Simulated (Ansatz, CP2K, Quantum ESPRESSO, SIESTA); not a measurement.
One structure in several programs: Cu3Sb (P1, 4 atoms in the cell)

Self-consistent single point, at a second geometry (atoms moved at random). First geometry:

```yaml
crystal:
  lattice:
    - [3.93904, 0.00000, 0.00000]
    - [0.00000, 3.93904, 0.00000]
    - [0.00000, 0.00000, 3.93904]
  atoms:
    - { symbol: Cu, position: [0.50000, 0.50000, 0.00000] }
    - { symbol: Cu, position: [0.00000, 0.50000, 0.50000] }
    - { symbol: Cu, position: [0.50000, 0.00000, 0.50000] }
    - { symbol: Sb, position: [0.00000, 0.00000, 0.00000] }
```

Second geometry:
```yaml
crystal:
  lattice:
    - [3.93904, 0.00000, 0.00000]
    - [0.00000, 3.93904, 0.00000]
    - [0.00000, 0.00000, 3.93904]
  atoms:
    - { symbol: Cu, position: [0.49297, 0.50587, 0.00669] }
    - { symbol: Cu, position: [0.00032, 0.49760, 0.48863] }
    - { symbol: Cu, position: [0.50973, 0.99251, 0.51276] }
    - { symbol: Sb, position: [0.99697, 0.00402, 0.99192] }
```

Shared settings, as Ansatz (a first-principles code) writes them: kpoints.mp_grid.grid = 8 8 8; scf.occupations.method = gaussian; scf.occupations.width = 0.0037 Ry. Potentials and cutoffs stand in the table.

| code | model | ΔF from the first geometry (meV/atom) | pressure (GPa) | largest force (eV/Å) | cutoff |
|---|---|---|---|---|---|
| Ansatz | PBEsol, PAW files made with PBE | 3.2 | -8.19 | 0.223 | default |
| Quantum ESPRESSO | PBEsol, PSlibrary ultrasoft (PBE) pseudopotentials | 3.2 | -8.77 | 0.223 | 50 Ry |
| SIESTA | GGA PBEsol, numerical atomic orbitals DZP, PseudoDojo PBEsol standard norm-conserving potentials (rewritten from UPF to PSML) | 4.8 | -8.90 | 0.304 | grid 300 Ry |
| CP2K | PBEsol, GPW, DZVP-MOLOPT-SR-GTH basis, GTH-PBE potentials (GTH_POTENTIALS) | 2.4 | -4.46 | 0.322 | grid 600 Ry |

Size of the force on each atom (eV/Å): Sizes of forces hide their directions.

| code | Cu1 | Cu2 | Cu3 | Sb4 |
|---|---|---|---|---|
| Ansatz | 0.045 | 0.047 | 0.223 | 0.208 |
| Quantum ESPRESSO | 0.042 | 0.044 | 0.223 | 0.214 |
| SIESTA | 0.113 | 0.080 | 0.304 | 0.252 |
| CP2K | 0.017 | 0.081 | 0.322 | 0.243 |

No clean gap comes from Ansatz, Quantum ESPRESSO, SIESTA and CP2K: levels at the Fermi energy touch, overlap or are partly filled at this smearing.

On Ansatz's run: spin-orbit coupling is off. Spin polarisation is off.

The spread over the programs that give each value: ΔF from the first geometry within 2.4 meV/atom; pressure within 4.44 GPa; largest force within 0.099 eV/Å.

SIESTA and CP2K use small atom-centred bases, whose incompleteness enters pressures, forces and empty levels differently from a plane-wave cutoff. Ansatz's pressure is given at a fixed set of plane waves, as the other plane-wave codes print theirs; with its correction for the finite basis it is -8.10 GPa. In the pressure, CP2K (by 4.02) lies more than 1 GPa from the median of the plane-wave programs. In the force vectors, SIESTA (by 0.093) and CP2K (by 0.103) lie more than 0.08 eV/Å from the median of the plane-wave programs.

The starting cell comes from a database of computed structures (which also holds hypothetical and non-ambient phases and stackings), without a prior relaxation at this level. Its lattice was rescaled by a random factor within 2.5 % of one. For this run, on top of that: atoms moved at random.

Keys are those of Ansatz 0.2.
